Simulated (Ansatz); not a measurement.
Formation energy of the bound charge states of O on the C site in metastable 2H silicon carbide (start: the C site; 96-site cell, 2×2×2 shifted sampling) against the Fermi level, C-rich (Δμ(C) = 0.00 eV, Δμ(O) = -3.97 eV, bounded by alpha cristobalite; only phases computed here count, gases as isolated molecules at 0 K). Method: PBE, PAW (plane waves to 420 eV; Ansatz, a quantum-chemistry and plane-wave program).

Set-up: 96-site cell; 2×2×2 shifted k-points; host gap 2.31 eV; charged states image-corrected; energies good to tenths of an eV; flagged in the runs: a host whose relaxation on this sampling wasn't shown to rest, a strain field that reaches the edge of the cell.

Left out: charge −1 (carrier in host band states).

```csv
E_F − E_VBM (eV),q = +2,q = +1,q = 0
0.00,0.95,2.41,4.12
0.29,1.53,2.70,4.12
0.58,2.10,2.99,4.12
0.87,2.68,3.28,4.12
1.15,3.26,3.57,4.12
1.44,3.84,3.86,4.12
1.73,4.41,4.14,4.12
2.02,4.99,4.43,4.12
2.31,5.57,4.72,4.12
```

Crossings of the lowest lines: (+2/+1) at 1.46 eV; (+1/0) at 1.70 eV.
